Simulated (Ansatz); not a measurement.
**Response to strain in hypothetical anti-CdI2 type W2N**

Consider W2N in the anti-CdI2 type structure (space group P-3m1, No. 164; a hypothetical phase, not in the database extracts checked; relaxed with 0.1 eV smearing).

```yaml
crystal:
  lattice:
    - [2.82436, 0.00000, 0.00000]
    - [-1.41218, 2.44597, 0.00000]
    - [0.00000, 0.00000, 5.36565]
  atoms:
    - { symbol: N, position: [0.00000, 0.00000, 0.00000] }
    - { symbol: W, position: [0.33333, 0.66667, 0.26936] }
    - { symbol: W, position: [0.66667, 0.33333, 0.73064] }
```

Cartesian axes are those of the cell as printed.

Strains are applied to the cell and any free atomic positions relax; under biaxial strain the out-of-plane vector relaxes too; under stress the whole cell relaxes.

Levels (all Ansatz, a quantum-chemistry and plane-wave program, PAW): PBE (420 eV, without spin-orbit coupling); PBEsol (420 eV, no spin-orbit coupling).

The base cell above is that of PBE; each level relaxes its own structures.

```json
[
 {"case": "biaxial strain −0.68 %, plane normal [001], relaxed out of plane", "shortest interatomic distance, PBE": "2.178 Å", "shortest interatomic distance, PBEsol": "2.157 Å"},
 {"case": "uniaxial strain ε_zz = +1.59 %", "shortest interatomic distance, PBE": "2.192 Å", "shortest interatomic distance, PBEsol": "2.170 Å"},
 {"case": "uniaxial stress, 1 GPa tension along z", "shortest interatomic distance, PBE": "2.181 Å", "shortest interatomic distance, PBEsol": "2.159 Å"}
]
```

PBE lies above PBEsol in every row, by 0.021 Å to 0.022 Å. They put the cases in the same order.

Stability under load was not tested beyond the relaxation. All final runs are without spin polarisation. An odd electron count without spin: W2N.
